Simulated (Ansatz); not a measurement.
Effective masses and thermopower of CaSe (Fm-3m)

Here is the system:

```xyz
2
Lattice="0.0000 2.9342 2.9342 2.9342 0.0000 2.9342 2.9342 2.9342 0.0000" Properties=species:S:1:pos:R:3 pbc="T T T"
Ca     0.0000     0.0000     0.0000
Se     2.9342     2.9342     2.9342
```

Computed with PBEsol with spin-orbit coupling, rigid bands (plane waves, PAW; Ansatz, a program for electronic structure). Condition of this run: spin-orbit coupling switched on. Cell: cell and atoms relaxed with PBEsol.

```
Property                                                                                                                                                        Value
---------------------------------------------------------------------------------------------------------------------------------------  ----------------------------
band gap                                                                                                                                                      1.74 eV
electron conductivity mass (300 K, dilute)                                                                                                                    0.38 mₑ
hole conductivity mass (300 K, dilute)                                                                                                                        0.60 mₑ
effective density of states N_c (300 K)                                                                                                                   2.5e19 cm⁻³
effective density of states N_v (300 K)                                                                                                                   2.0e19 cm⁻³
density-of-states mass, electrons                                                                                                                             0.99 mₑ
density-of-states mass, holes                                                                                                                                 0.86 mₑ
Seebeck coefficient, n-type 1e19 cm⁻³, 300 K                                                                                                                -295 μV/K
best n-type power factor at 300 K for τ = 10 fs (best axis; densities from 1e16 to 1e21 cm⁻³ tried, whether or not they can be reached)  10.6 μW/(cm·K²) at 1e20 cm⁻³
Seebeck coefficient, p-type 1e19 cm⁻³, 300 K                                                                                                                 277 μV/K
best p-type power factor at 300 K for τ = 10 fs (best axis; densities from 1e16 to 1e21 cm⁻³ tried, whether or not they can be reached)   5.3 μW/(cm·K²) at 1e20 cm⁻³
```

Rigid bands; masses and Seebeck coefficients take one relaxation time τ for all states and one kind of carrier; polarons and phonon drag are left out.

Formula and space group known from diffraction (Crystallography Open Database), not checked to be the room-temperature form: CaSe (Fm-3m).
